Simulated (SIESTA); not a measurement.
Worked example: self-consistent single point of ZnHg₃ (Fm-3m, 4 atoms in the cell) in SIESTA.

Computed with LDA PW92, numerical atomic orbitals DZP, PseudoDojo LDA standard norm-conserving potentials (rewritten from UPF to PSML) (SIESTA).

```xyz
4
Lattice="0.0000 3.6777 3.6777 3.6777 0.0000 3.6777 3.6777 3.6777 0.0000" Properties=species:S:1:pos:R:3 pbc="T T T"
Zn     0.0000     0.0000     0.0000
Hg     1.8389     1.8389     1.8389
Hg     5.5166     5.5166     5.5166
Hg     3.6777     3.6777     3.6777
```

Reference input (self-consistent single point, DFT, GGA PBEsol, numerical atomic orbitals DZP, PseudoDojo PBEsol standard norm-conserving potentials (rewritten from UPF to PSML)): XC.functional = GGA; XC.authors = PBEsol; potentials = PseudoDojo PBEsol standard; PAO.BasisSize = DZP; PAO.EnergyShift = 0.005 Ry; MeshCutoff = 400 Ry; kgrid.MonkhorstPack = 8 8 8; OccupationFunction = MP; OccupationMPOrder = 0; ElectronicTemperature = 2320.9 K; MaxSCFIterations = 150; SCF.Mixer.Method = Broyden. This run's input differs from it in these lines:

```diff
@@ -1,2 +1,2 @@
-# files in the folder: Zn.psml Hg.psml (PseudoDojo PBEsol standard)
+# files in the folder: Zn.psml Hg.psml (PseudoDojo LDA standard)
 SystemName  ZnHg3
@@ -24,4 +24,4 @@
 
-XC.functional                GGA
-XC.authors                   PBEsol
+XC.functional                LDA
+XC.authors                   PW92
 PAO.BasisSize                DZP
```

Log, with long lists cut:

```
        iscf     Eharris(eV)        E_KS(eV)     FreeEng(eV)     dDmax    Ef(eV) dHmax(eV)
   scf:    1   -19247.046685   -19249.303720   -19249.342048  3.029826  0.893009 24.686763
   scf:    2   -19301.683348   -19278.791588   -19278.816562  0.812541 -0.097884 11.801574
   scf:    3   -19291.476696   -19286.765387   -19286.781614  0.606278 -0.747249  2.815612
   scf:    4   -19286.975348   -19286.942736   -19286.956877  0.123604 -0.944310  0.407096
   scf:    5   -19286.928397   -19286.952909   -19286.966692  0.174357 -1.042314  0.495261
   [... 5 lines left out ...]
   scf:   11   -19286.965483   -19286.965483   -19286.979572  0.000782 -1.066592  0.001217
   scf:   12   -19286.965481   -19286.965482   -19286.979573  0.000307 -1.066799  0.000713
   scf:   13   -19286.965481   -19286.965481   -19286.979573  0.000171 -1.066932  0.000486
   scf:   14   -19286.965480   -19286.965481   -19286.979573  0.000089 -1.067018  0.000341
SCF Convergence by DM+H criterion
max |DM_out - DM_in|         :     0.0000894535
max |H_out - H_in|      (eV) :     0.0003411018
SCF cycle converged after 14 iterations

Using DM_out to compute the final energy and forces

siesta: E_KS(eV) =           -19286.9655

siesta: E_KS - E_eggbox =    -19286.9655

siesta: Atomic forces (eV/Ang):
     1   -0.000000    0.000000    0.000000
     2    0.000000    0.000000    0.000000
     3   -0.000000   -0.000000   -0.000000
     4    0.000000   -0.000000   -0.000000
   Tot    0.000000   -0.000000    0.000000
   Max    0.000000
   Res    0.000000    sqrt( Sum f_i^2 / 3N )
   Max    0.000000    constrained

Stress tensor Voigt[x,y,z,yz,xz,xy] (kbar):      122.20      122.20      122.20       -0.00       -0.00       -0.00
(Free)E + p*V (eV/cell)   -19294.5677
   [... lines left out ...]
siesta: FreeEng =    -19286.979573
   [... lines left out ...]
siesta:     0.076272   -0.000000   -0.000000
siesta:    -0.000000    0.076272   -0.000000
siesta:    -0.000000   -0.000000    0.076272

siesta: Cell volume =         99.487243 Ang**3

siesta: Pressure (static):
siesta:                Solid            Molecule  Units
siesta:          -0.00083071         -0.00083071  Ry/Bohr**3
siesta:          -0.07627207         -0.07627207  eV/Ang**3
siesta:        -122.20132849       -122.20132848  kBar
```

The run converged in 14 iterations. Against the reference run the pressure goes from -10.59 to -12.22 GPa.

The starting cell comes from a database of computed structures (which also holds hypothetical and non-ambient phases and stackings), without a prior relaxation at this level. Its lattice was rescaled by a random factor within 2.5 % of one. Values carry the incompleteness of an atom-centred basis. With a pressure of about -12 GPa the cell is away from its equilibrium volume at this level.
